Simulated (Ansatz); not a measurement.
Base system: BeSe in the zinc blende structure (space group F-43m, No. 216; a = 5.1289 Å). Axes: x, y, z lie along the cube axes.

Computed with PBEsol in Ansatz (plane waves to 420 eV, PAW, no SOC).

Now apply this change: an isotropic linear strain of −1.00 %; the atoms relax in the strained cell.

### Question
Predict the stress tensor and what it implies for the stiffness.

### Answer
Stress of the strained cell less that of the base (GPa, compression positive):
```
   2.54    0.00    0.00
   0.00    2.54    0.00
   0.00    0.00    2.54
```

Then B = −ΔP/(ΔV/V₀) with ΔV/V₀ = -0.0297 gives secant stiffness values (nonlinear terms included at this strain): B ≈ 86 GPa.

Whether these cells are dynamically stable was not tested.

Ansatz is a first-principles code.
